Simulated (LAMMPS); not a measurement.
System: a wire of CdTe (zinc blende), 30 Å across along [111] of the conventional cell, 2178 atoms, pulled at 1e+09 /s and 300 K to an engineering strain of 0.35.

Computed with classical MD, pair style sw, file CdTeZnSeHgS0.sw, run in LAMMPS.

**Question.** What does the simulation give for the strain at the first drop, the stress at the first drop?

**Answer.** strain at the first drop: 0.17; stress at the first drop: 6.6 GPa.
